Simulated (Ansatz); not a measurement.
**Ti, response to strain**

Base system: Ti in the hcp (Mg type) structure (space group P6_3/mmc, No. 194; relaxed with 0.1 eV smearing).

```yaml
crystal:
  lattice:
    - [2.86439, 0.00000, 0.00000]
    - [-1.43219, 2.48063, 0.00000]
    - [0.00000, 0.00000, 4.53728]
  atoms:
    - { symbol: Ti, position: [0.66667, 0.33333, 0.75000] }
    - { symbol: Ti, position: [0.33333, 0.66667, 0.25000] }
```

Strains are applied to the cell and any free atomic positions relax.

Calculations: LDA (Ansatz, a program for electronic structure, PAW, without spin-orbit coupling).

Candidates:
(a) isotropic strain −3.00 %
(b) isotropic strain +3.00 %
(c) isotropic strain −2.50 %
(d) isotropic strain +1.00 %
(e) isotropic strain +1.50 %

Notes on the quantities. energy relative to the base: free energy F.

Problem. Order them by energy relative to the base, lowest first.

Solution. (d) isotropic strain +1.00 % (+5.6 meV/atom), (e) isotropic strain +1.50 % (+12 meV/atom), (c) isotropic strain −2.50 % (+38 meV/atom), (b) isotropic strain +3.00 % (+48 meV/atom), (a) isotropic strain −3.00 % (+55 meV/atom)

Stability against distortions was not tested. The final runs are not spin-polarised.
